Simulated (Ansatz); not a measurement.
Input and output of a self-consistent single point for AlInAg₂Se₄ (I-4, 8 atoms in the cell) (Ansatz, an electronic-structure program).

Method of the run: LDA (PW92), PAW files made with PBE (plane waves; Ansatz).

```yaml
crystal:
  lattice:
    - [-3.05922, 3.05922, 5.80238]
    - [3.05922, -3.05922, 5.80238]
    - [3.05922, 3.05922, -5.80238]
  atoms:
    - { symbol: Al, position: [0.25000, 0.75000, 0.50000] }
    - { symbol: In, position: [0.00000, 0.00000, 0.00000] }
    - { symbol: Ag, position: [0.75000, 0.25000, 0.50000] }
    - { symbol: Ag, position: [0.50000, 0.50000, 0.00000] }
    - { symbol: Se, position: [0.60177, 0.63750, 0.50415] }
    - { symbol: Se, position: [0.36250, 0.86665, 0.96427] }
    - { symbol: Se, position: [0.13335, 0.09762, 0.49585] }
    - { symbol: Se, position: [0.90238, 0.39823, 0.03573] }
```

Reference input (self-consistent single point, DFT, LDA (PW92), plane waves, PAW files made with PBE): basis.ecutwfc = 30.9 Ry; kpoints.mp_grid.grid = 3 3 3; hamiltonian.xc = lda; hamiltonian.pseudopotentials = {kind: paw} (the program's default PAW files); scf.occupations.method = fermi_dirac; scf.occupations.width = 0.0037 Ry. This run's input differs from it in these lines:

Ansatz 0.2 input:
```diff
@@ -17,3 +17,3 @@
 kpoints:
-  mp_grid: { grid: [3, 3, 3] }
+  mp_grid: { grid: [6, 6, 6] }
 hamiltonian:
```

The program printed (abridged):

```
SCF iter   1: F=—  HF=-42423.842557 eV  |F-HF|=—  |Δ(HF+E_count)|=         —  Δρ=3.40e-2  dr2=2.75e0  ethr=3.10e-3  ⟨swp⟩=6.0  Hψ=8883  notcnv=0  defer=1
all-band conjugate gradients solve this SCF's bands
preconditioner: auto → Resta (q_TF=auto, 2.464 Å⁻¹)
SCF iter   2: F=—  HF=-42423.076275 eV  |F-HF|=—  |Δ(HF+E_count)|=   7.66e-1  Δρ=1.57e-2  dr2=4.57e-1  ethr=2.33e-3  ⟨swp⟩=2.8  Hψ=3870  notcnv=0  defer=203
   [... lines left out ...]
SCF iter   6: F=—  HF=-42422.916024 eV  |F-HF|=—  |Δ(HF+E_count)|=   8.19e-5  Δρ=1.19e-4  dr2=4.50e-5  ethr=4.32e-7  ⟨swp⟩=2.0  Hψ=3469  notcnv=0  defer=203
SCF iter   7: F=—  HF=-42422.916007 eV  |F-HF|=—  |Δ(HF+E_count)|=   1.64e-5  Δρ=7.37e-5  dr2=1.08e-5  ethr=3.81e-8  ⟨swp⟩=2.0  Hψ=4605  notcnv=0  defer=203
SCF iter   8: F=—  HF=-42422.916005 eV  |F-HF|=—  |Δ(HF+E_count)|=   2.36e-6  Δρ=2.33e-5  dr2=1.01e-6  ethr=9.13e-9  ⟨swp⟩=2.1  Hψ=4415  notcnv=0  defer=203
SCF iter   9: F=-42422.916005 eV  HF=-42422.916005 eV  |F-HF|=1.22e-8  |Δ(HF+E_count)|=   6.62e-8  Δρ=3.87e-6  dr2=3.42e-8  ethr=8.47e-11  ⟨swp⟩=9.8  Hψ=13584  notcnv=0
SCF 1 converged in 9 iterations: F = -42422.916005 eV  dr2 = 3.42e-8
Free energy (F): -42422.916005 eV
Internal energy: -42422.915211 eV  (E = F + TS)
E sigma→0 (E₀):  -42422.915608 eV
Entropy (-TS):   -0.000794 eV (-0.099 meV/atom)
Fermi energy:    6.457700 eV
--- Forces (eV/Å), atoms counted from 1 ---
  atom   1  Al    -0.00000000    -0.00000000     0.00000000
  atom   2  In     0.00000000    -0.00000000     0.00000000
  atom   3  Ag    -0.00000000    -0.00000000     0.00000000
  atom   4  Ag     0.00000000    -0.00000000     0.00000000
  atom   5  Se    -0.16808017     0.08340698     0.09149059
  atom   6  Se     0.08340698     0.16808017    -0.09149059
  atom   7  Se     0.16808017    -0.08340698     0.09149059
  atom   8  Se    -0.08340698    -0.16808017    -0.09149059
--- Stress (GPa, compression-positive) ---
       -4.690638       0.000000      -0.000000
       -0.000000      -4.690638      -0.000000
       -0.000000      -0.000000      -4.321219
  P = ⅓ Tr σ = -4.5675 GPa (-45.675 kbar)
  The stress holds the Pulay correction. Without it, at fixed plane waves, as pw.x and ABINIT print it: P = -4.5890 GPa
```

The run converged in 9 iterations. Against the reference run the free energy falls by 3.4 meV/atom, the pressure stays at -4.57 GPa, the largest force goes from 0.193 to 0.209 eV/Å and the gap on the mesh moves little (0.256 to 0.259 eV).

The starting cell comes from a database of computed structures (which also holds hypothetical and non-ambient phases and stackings), without a prior relaxation at this level. With a pressure of about -5 GPa the cell is away from its equilibrium volume at this level. Ansatz's pressure includes its estimate of the finite-basis (Pulay) stress.
